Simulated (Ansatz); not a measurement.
Cost and result by functional for the surface energy of the (31-42) surface of hcp Re in its 1x1 cell, outermost plane spacing 0.21 Å in the ideal cut, in Ansatz (plane waves, PAW). Single points on the PBE structure, on one kind of machine; costs are rough ratios of the slab run's core time (references not counted) to the cheapest single point. r2SCAN's cost holds its higher cutoff (500 against 420 eV). Differences are taken against r2SCAN for comparison alone: no measured value is at hand, so the table doesn't rank accuracy.

Set-up: 34 atoms, 10.4 Å thick at the start (thin: gaps and levels are the slab's own); mesh 6x6x1; 0.1 eV smearing; dipole correction on; all atoms relaxed; held to the start's symmetry, so lower structures may exist; no spin, no spin-orbit, no U. These notes are the PBE run's.

| functional | relative cost | surface energy (J/m²) | less r2SCAN (J/m²) |
|---|---|---|---|
| RPBE | 1 | 3.17 | -0.42 |
| PBEsol | 1 | 3.79 | 0.20 |
| LDA | 1 | 3.91 | 0.31 |
| r2SCAN | 3 | 3.59 | 0.00 |
| PBE (the relaxed run's value) | – | 3.39 | -0.21 |

The values span 0.73 J/m², while the single points' costs differ by a factor of roughly 3. Differences are of unrounded values.

Ansatz is a quantum-chemistry and plane-wave program.
